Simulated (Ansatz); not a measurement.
Consider NiGe (space group Pnma, No. 62; non-magnetic).

Space group Pnma (No. 62); a = 5.325 Å, b = 3.441 Å, c = 5.800 Å, α = 90.00°, β = 90.00°, γ = 90.00°

```tsv
atom	site	symmetry	x	y	z
Ni	4c	.m.	0.0050	0.2500	0.1920
Ge	4c	.m.	0.1903	0.2500	0.5857
```

All numbers come from r2SCAN/PAW in Ansatz (a program for electronic structure), no spin-orbit coupling.

For the base:

The pressure comes out as 0.0 GPa.

One thing is altered: the cell is scaled by 0.9466 in all directions; the atoms relax in the strained cell.

Task: What does the calculation give for the pressure after the change?

Result: The pressure (mean of the normal stresses, compression positive) goes from zero to 36.8 GPa.

Task: Predict the new energy relative to the base.

Result: The energy grows by 198 meV/atom.

Task: Estimate the effect on the largest internal atomic displacement.

Result: The largest internal atomic displacement amounts to 0.053 Å.

Whether these cells are dynamically stable was not tested. Seeded moments were not kept for the base. The final runs are not spin-polarised.
